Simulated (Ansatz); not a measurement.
C under load (space group Fd-3m), Ansatz (a program for electronic structure) with r2SCAN, rigid bands. Condition of this run: hydrostatic pressure of -33 GPa (compression positive) (the target of the relaxation). Band gap 4.17 eV, N_c = 5.21e19 cm⁻³ and N_v = 3.68e19 cm⁻³ at 300 K, conductivity masses of 0.388 mₑ (electrons) and 0.454 mₑ (holes). Take k_BT = 0.02585 eV.

**Question.** What built-in voltage has an abrupt junction with N_A = 1e17 and N_D = 1e18 cm⁻³, all dopants ionised?

**Answer.** V_bi = E_g/e − (k_BT/e) ln(N_c N_v/(N_A N_D)) = 4.17 − 0.02585 × 9.86 = 3.92 V, for the computed gap.

**Question.** A film of it is 3 nm thick. Estimate the confinement energies in an infinite well.

**Answer.** ħ²π²/(2m t²) = 0.376 eV·nm²/(m/mₑ × t²) gives 108 meV for electrons and 92.0 meV for holes, so the gap would widen to about 4.37 eV. Finite barriers and nonparabolic bands lower this, and with several valleys or bands the heaviest mass along the normal sets the lowest level, not this average.

**Question.** What thermal injection velocity √(2k_BT/πm) limits a ballistic channel?

**Answer.** 8.64e6 cm/s for electrons and 7.98e6 cm/s for holes, a ratio of √(m_h/m_e) = 1.08, for dilute carriers.

Rigid bands with the computed gap; masses take one relaxation time for all states. Spin-orbit coupling is left out. Geometry: cell and atoms relaxed with PBEsol.
